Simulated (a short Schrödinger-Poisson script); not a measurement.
## MOS inversion layer, Si3N4 on p-type Si(111)

Structure: MOS inversion layer, Si3N4 on p-type Si(111), at 300 K.

```tsv
layer	material	thickness (nm)	Na (cm⁻³)
1	Si3N4	3.6	-
2	Si	270	2.6e18
```

The device is made up for the run: typed textbook-type constants, with dimensions and the other settings drawn at random. Si3N4: permittivity 7.5, conduction-band edge (eV) 1.95, gap (eV) 5.1, electron mass (mₑ) 0.5. Si: permittivity 11.7, conduction-band edge (eV) 0, gap (eV) 1.124, Nv at 300 K (cm⁻³) 3.1e19.

Channel valleys (confinement mass, in-plane density-of-states mass, number): Δ6 0.258, 0.358, 6. At the gate the conduction-band edge of layer 1 lies 2.56 eV − eVg above the Fermi level of the channel; the field vanishes at the back. Gaps are held at their typed values at every temperature. Mesh 0.03 nm at interfaces.

From a short Schrödinger-Poisson script (our own, NumPy): 1D Poisson equation in equilibrium, electrons quantum, Hartree (BenDaniel-Duke, 12 states a valley, the channel's in-plane mass for all, wave functions ending at the dielectric), parabolic valleys, classical holes, full ionisation, no traps, pinning or gate leakage.

```csv
Vg (V),electrons (cm⁻²),C (μF/cm²),Δ6 E0 (meV),Δ6 E1 (meV)
0.9,3.98e6,0.394,402.8,559.6
1.1,1.06e9,0.372,258.4,426.7
1.3,1.85e11,0.762,124.8,303.1
1.5,1.41e12,1.28,71.6,257.3
1.7,3.06e12,1.39,50.7,242.8
1.9,4.82e12,1.44,37.9,235.9
2.1,6.64e12,1.47,28.6,232.2
2.3,8.49e12,1.49,21.1,230.1
2.5,1.04e13,1.51,14.8,-
2.7,1.23e13,1.52,-,-
```

Gate voltages with under 1e6 electrons/cm² are left out.

Subbands count from the Fermi level; a dash marks a level above the dielectric's band edge.
